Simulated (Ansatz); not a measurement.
**Short convergence ladders for SrZn2Sb2 (P3m1, 5 atoms in the cell)**

```yaml
crystal:
  lattice:
    - [4.49932, 0.00000, 0.00000]
    - [-2.24966, 3.89653, 0.00000]
    - [0.00000, 0.00000, 7.71668]
  atoms:
    - { symbol: Sr, position: [0.00000, 0.00000, 0.00648] }
    - { symbol: Zn, position: [0.66667, 0.33333, 0.36615] }
    - { symbol: Zn, position: [0.33333, 0.66667, 0.63385] }
    - { symbol: Sb, position: [0.33333, 0.66667, 0.27203] }
    - { symbol: Sb, position: [0.66667, 0.33333, 0.72797] }
```

Base method: LDA (PW92), default PAW files made with PBE (plane waves; Ansatz, an electronic-structure program).

Base settings: basis.ecutwfc = 30.9 Ry; kpoints.mp_grid.grid = 8 8 4; hamiltonian.xc = lda; hamiltonian.pseudopotentials = {kind: paw} (the program's default PAW files); scf.occupations.method = fermi_dirac; scf.occupations.width = 0.0073 Ry.

The count of work is k-points × plane waves × bands × iterations; it is no time. Core times come from one kind of shared machine, to one figure; runs under 30 s give none.

**The k-point mesh at a smearing width of 0.05 eV**

In this ladder: scf.occupations.width = 0.0037 Ry.

The second cell is the first with its lattice scaled by 0.98.

Only quantities that move along the ladder and can be compared are tabulated.

```csv
kpoints.mp_grid.grid,free energy less the last step's (meV/atom),energy of the compressed cell less the first (meV/atom),pressure (GPa),largest difference of a force vector from the last step's (eV/Å),count of work / last
3 3 2,86.74,-7.90,-2.24,0.091,0.0096
4 4 2,24.77,-12.12,-2.64,0.062,0.013
4 4 3,25.24,-12.38,-2.66,0.058,0.017
5 5 3,8.40,-13.75,-2.79,0.051,0.022
6 6 4,2.75,-14.30,-2.83,0.035,0.044
9 9 5,-0.31,-14.89,-2.89,0.011,0.092
14 14 7,-0.12,-15.17,-2.92,0.001,0.36
20 20 10,0.00,-15.14,-2.91,0.000,1.0
```

Coarsest kpoints.mp_grid.grid that holds the forces within 0.01 eV/Å of the last step, with all finer ones: 14 14 7, at 0.36 of the last step's count of work; the step before is off by 0.011 eV/Å.

Coarsest kpoints.mp_grid.grid that holds the pressure within 0.1 GPa of the last step, with all finer ones: 6 6 4, at 0.044 of the last step's count of work; the step before is off by 0.12 GPa.

Coarsest kpoints.mp_grid.grid that holds the energy of the compressed cell less the first within 0.5 meV/atom of the last step, with all finer ones: 9 9 5, at 0.092 of the last step's count of work; the step before is off by 0.84 meV/atom.

The energy difference between the two cells stays within 1 meV/atom of the last step's from 6 6 4 on, the total only from 9 9 5 on: much of the error is common to both cells and cancels.

Two neighbours can agree and both be off: 4 4 2 and 4 4 3 differ by 0.47 meV/atom in the free energy, yet lie about 25 meV/atom from the last step.

**The width of Gaussian smearing**

In this ladder: kpoints.mp_grid.grid = 13 13 7; scf.occupations.method = gaussian.

Narrow widths need finer meshes than wide ones, so the last steps can hold mesh noise.

Only quantities that move along the ladder and can be compared are tabulated; pressure and forces are left out, as mesh noise rules them at narrow widths.

```csv
scf.occupations.width,free energy less the last step's (meV/atom),energy extrapolated to zero width less the last step's (meV/atom),core time / last (rough)
0.0735 Ry,-34.97,20.65,1.0
0.0367 Ry,-4.02,1.84,0.8
0.022 Ry,-0.97,0.30,0.9
0.0147 Ry,-0.34,0.05,0.7
0.0073 Ry,-0.07,-0.01,0.9
0.0037 Ry,0.00,0.00,1
```

Widest scf.occupations.width that holds the energy extrapolated to zero width within 2 meV/atom of the last step, with all finer ones: 0.0367 Ry; the step before is off by 21 meV/atom.

Widest scf.occupations.width that holds the free energy within 2 meV/atom of the last step, with all finer ones: 0.022 Ry; the step before is off by 4.0 meV/atom.

**The mesh under tetrahedron occupations**

In this ladder: scf.occupations.method = tetrahedron; scf.occupations.width = default.

Only quantities that move along the ladder and can be compared are tabulated.

| kpoints.mp_grid.grid | free energy less the last step's (meV/atom) | pressure (GPa) | largest difference of a force vector from the last step's (eV/Å) | count of work / last |
|---|---|---|---|---|
| 4 4 2 | 28.42 | -2.76 | 0.040 | 0.019 |
| 5 5 3 | 10.59 | -2.81 | 0.028 | 0.028 |
| 6 6 3 | 4.09 | -2.87 | 0.016 | 0.040 |
| 7 7 4 | 1.25 | -2.88 | 0.013 | 0.071 |
| 8 8 4 | 0.33 | -2.90 | 0.010 | 0.088 |
| 10 10 5 | -0.17 | -2.92 | 0.002 | 0.15 |
| 13 13 7 | -0.13 | -2.92 | 0.001 | 0.32 |
| 20 20 10 | 0.00 | -2.92 | 0.000 | 1.0 |

Coarsest kpoints.mp_grid.grid that holds the forces within 0.005 eV/Å of the last step, with all finer ones: 10 10 5, at 0.15 of the last step's count of work; the step before is off by 0.010 eV/Å.

Coarsest kpoints.mp_grid.grid that holds the free energy within 1 meV/atom of the last step, with all finer ones: 8 8 4, at 0.088 of the last step's count of work; the step before is off by 1.2 meV/atom.

On the base run: the starting cell comes from a database of computed structures (which also holds hypothetical and non-ambient phases and stackings), without a prior relaxation at this level. Its lattice was rescaled by up to half a per cent. One atom was moved a little off its site on purpose. Ansatz's pressure includes its estimate of the finite-basis (Pulay) stress. The run gives no clean gap (levels at the Fermi energy touch, overlap or are partly filled at this smearing), which alone does not show that the compound is a metal.

Left out of this page: 2 runs of the series outside the window shown, repeating another row's setting, or not comparable.

Keys are those of Ansatz 0.2.
